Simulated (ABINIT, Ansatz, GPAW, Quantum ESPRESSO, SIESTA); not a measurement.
Rh (Fm-3m, 1 atom in the cell) computed with different codes at matched settings

Self-consistent single point.

```xyz
1
Lattice="0.0000 1.9000 1.9000 1.9000 0.0000 1.9000 1.9000 1.9000 0.0000" Properties=species:S:1:pos:R:3 pbc="T T T"
Rh     0.0000     0.0000     0.0000
```

Shared settings, as Ansatz (an electronic-structure program) writes them: kpoints.mp_grid.grid = 15 15 15; scf.occupations.method = gaussian; scf.occupations.width = 0.2 eV. Potentials and cutoffs stand in the table.

| code | model | pressure (GPa) | cutoff |
|---|---|---|---|
| ABINIT | PBEsol, PAW (JTH v2.0 PBE PAW, files made for PBE) | -4.00 | 21 Ha |
| Ansatz | PBEsol, default PAW files made with PBE | -4.43 | default |
| GPAW | PBEsol, GPAW PAW datasets PBEsol (made by gpaw-setup) | -2.07 | 600 eV |
| SIESTA | GGA PBEsol, numerical atomic orbitals DZP, PseudoDojo PBEsol standard norm-conserving potentials (rewritten from UPF to PSML) | -5.06 | grid 350 Ry |
| Quantum ESPRESSO | PBEsol, SSSP 1.1.2 efficiency (PBE) pseudopotentials | -5.34 | 60 Ry |

On Ansatz's run: spin polarisation is off.

The spread over the programs that give each value: pressure within 3.27 GPa.

SIESTA uses small atom-centred bases, whose incompleteness enters pressures, forces and empty levels differently from a plane-wave cutoff. Ansatz's pressure is given at a fixed set of plane waves, as the other plane-wave codes print theirs; with its correction for the finite basis it is -4.34 GPa. In the pressure, GPAW (by 2.14) and Quantum ESPRESSO (by 1.13) lie more than 1 GPa from the median of the plane-wave programs.

The starting cell has typed, rounded lattice constants, without a prior relaxation at this level.

Left out of this page: Elk and FLEUR (not drawn, or without a comparable value).

Keys are those of Ansatz 0.2.
